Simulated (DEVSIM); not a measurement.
Structure: abrupt GaAs p-n junction, at 300 K.

```tsv
layer (left to right)	material	thickness (μm)	Nd (cm⁻³)	Na (cm⁻³)	τn (s)	τp (s)
1	GaAs	3.30	-	6.9e16	1.1e-8	1.1e-8
2	GaAs	10.0	2.6e15	-	1.1e-8	1.1e-8
```

Left contact: ohmic. Right contact: ohmic. Voltage is applied to the left contact. Recombination: SRH at mid-gap, radiative. Mobility is constant in doping.

Constants are typed, rounded textbook-type inputs, not results; the design itself was drawn at random and stands for no fabricated device. Values at 300 K.

| parameter | GaAs |
|---|---|
| gap (eV) | 1.424 |
| affinity (eV) | 4.07 |
| permittivity | 12.9 |
| Nc (cm⁻³) | 4.7e17 |
| Nv (cm⁻³) | 9e18 |
| μn (cm²/Vs) | 8500 |
| μp (cm²/Vs) | 400 |
| B (cm³/s) | 2e-10 |

DEVSIM, 1D drift-diffusion, Boltzmann statistics, complete ionisation; no tunnelling, impact ionisation, image-force lowering or self-heating.

The doping Na of layer 1 was swept, all else fixed.

```csv
doping Na of layer 1 (cm^-3),largest field in the device at zero bias (V/cm),dark forward voltage at 100 A/cm² (V),dark forward voltage at 1 A/cm² (V),potential step across the device at zero bias (V)
2.1e15,18000,1.083,0.925,1.073
6.9e15,24000,1.104,0.955,1.104
2.1e16,27000,1.125,0.978,1.133
6.9e16,29000,1.144,0.996,1.164
2.1e17,34000,1.161,1.006,1.192
6.9e17,49000,1.175,1.011,1.223
2.1e18,79000,1.182,1.012,1.252
```

From the first row to the last the largest field in the device at zero bias goes from 18000 to 79000. From the first row to the last the dark forward voltage at 100 A/cm² goes from 1.083 to 1.182.
